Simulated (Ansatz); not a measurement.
## A computed series for KTaO3: response to strain

The parent structure is KTaO3 in the cubic perovskite structure (space group Pm-3m, No. 221; a = 3.9853 Å). Axes: x, y, z lie along the cube axes.

Strains are applied to the cell and any free atomic positions relax; under biaxial strain the out-of-plane vector relaxes too.

Method: PBEsol in Ansatz (plane waves to 420 eV, PAW, no SOC).

| biaxial strain, plane normal [111], relaxed out of plane (%) | band gap (eV) |
|---|---|
| 0 | 2.14 |
| 0.5 | 2.10 |
| 1 | ? |
| 1.5 | 2.02 |
| 2 | 1.98 |
| 2.5 | 1.94 |

### Question
Fit E_g = E₀ + Dε (ε in %) to the rows shown and predict the withheld row.

### Answer
Least squares on the printed values gives E₀ = 2.14 eV, D = -80.0 meV per % of strain (largest residual 0.00 eV); this predicts 2.06 eV, and the run gives 2.06 eV, in agreement.

Spin-orbit coupling, missing from the scalar runs, can matter with Ta. Stability against distortions was not tested.

Ansatz is a program for electronic structure.
